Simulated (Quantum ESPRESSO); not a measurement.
Quantum ESPRESSO run on MoSi₂ (I4/mmm, 3 atoms in the cell): self-consistent single point.

Computed with LDA (PZ), GBRV 1.5 ultrasoft (LDA) pseudopotentials (plane waves; Quantum ESPRESSO).

```yaml
crystal:
  lattice:
    - [1.57900, -1.57900, 3.86142]
    - [1.57900, 1.57900, 3.86142]
    - [-1.57900, -1.57900, 3.86142]
  atoms:
    - { symbol: Si, position: [0.00000, 0.66500, 0.66500] }
    - { symbol: Si, position: [0.00000, 0.33500, 0.33500] }
    - { symbol: Mo, position: [0.00000, 0.00000, 0.00000] }
```

Reference input (self-consistent single point, DFT, PBE, plane waves, GBRV 1.5 ultrasoft (PBE) pseudopotentials): ecutwfc = 40 Ry; ecutrho = 320 Ry; occupations = smearing; smearing = fermi-dirac; degauss = 0.0036749 Ry; potentials = {Si: si_pbe_v1.uspp.F.UPF, Mo: mo_pbe_v1.uspp.F.UPF}; K_POINTS = automatic 15 15 15 0 0 0; conv_thr = 1e-11 Ry; mixing_beta = 0.4. This run's input differs from it in these lines:

```diff
@@ -26,4 +26,4 @@
 ATOMIC_SPECIES
-Si    28.0850  si_pbe_v1.uspp.F.UPF
-Mo    95.9500  mo_pbe_v1.uspp.F.UPF
+Si    28.0850  si_lda_v1.uspp.F.UPF
+Mo    95.9500  mo_lda_v1.uspp.F.UPF
 ATOMIC_POSITIONS alat
```

Output (repeated stretches shortened):

```
     Self-consistent Calculation

     iteration #  1     ecut=    40.00 Ry     beta= 0.40

---- Real-time Memory Report at c_bands before calling an iterative solver
           126 MiB given to the printing process from OS
           103 MiB allocation reported by mallinfo(arena+hblkhd)
------------------

     Threshold (ethr) on eigenvalues was too large:
     Diagonalizing with lowered threshold

---- Real-time Memory Report at c_bands before calling an iterative solver
           200 MiB given to the printing process from OS
           110 MiB allocation reported by mallinfo(arena+hblkhd)
------------------

   [... lines left out ...]

---- Real-time Memory Report at c_bands before calling an iterative solver
           202 MiB given to the printing process from OS
           113 MiB allocation reported by mallinfo(arena+hblkhd)
------------------

     total energy              =    -158.88798433 Ry
     estimated scf accuracy    <          1.2E-11 Ry

     iteration # 12     ecut=    40.00 Ry     beta= 0.40

---- Real-time Memory Report at c_bands before calling an iterative solver
           202 MiB given to the printing process from OS
           113 MiB allocation reported by mallinfo(arena+hblkhd)
------------------
     End of self-consistent calculation

     the Fermi energy is    16.6194 ev

!    total energy              =    -158.88798433 Ry
     estimated scf accuracy    <          2.2E-12 Ry
     smearing contrib. (-TS)   =      -0.00015107 Ry
     internal energy E=F+TS    =    -158.88783325 Ry

     convergence has been achieved in  12 iterations

     Forces acting on atoms (cartesian axes, Ry/au):

     atom    1 type  1   force =     0.00000000    0.00000000    0.00041691
     atom    2 type  1   force =     0.00000000    0.00000000   -0.00041691
     atom    3 type  2   force =     0.00000000    0.00000000    0.00000000

     Total force =     0.000590     Total SCF correction =     0.000000

          total   stress  (Ry/bohr**3)                   (kbar)     P=       40.46
   0.00024403  -0.00000000   0.00000000           35.90       -0.00        0.00
  -0.00000000   0.00024403   0.00000000           -0.00       35.90        0.00
   0.00000000   0.00000000   0.00033701            0.00        0.00       49.58

   JOB DONE.
```

The run converged in 12 iterations. Against the reference run the pressure goes from 12.91 to 4.05 GPa and the largest force goes from 0.122 to 0.011 eV/Å.

The starting cell has typed, rounded lattice constants, without a prior relaxation at this level. Its lattice was rescaled by a random factor within 2.5 % of one. Spin polarisation is off. With a pressure of about 4 GPa the cell is away from its equilibrium volume at this level.

Cost on one core of a shared machine: roughly 3 min.
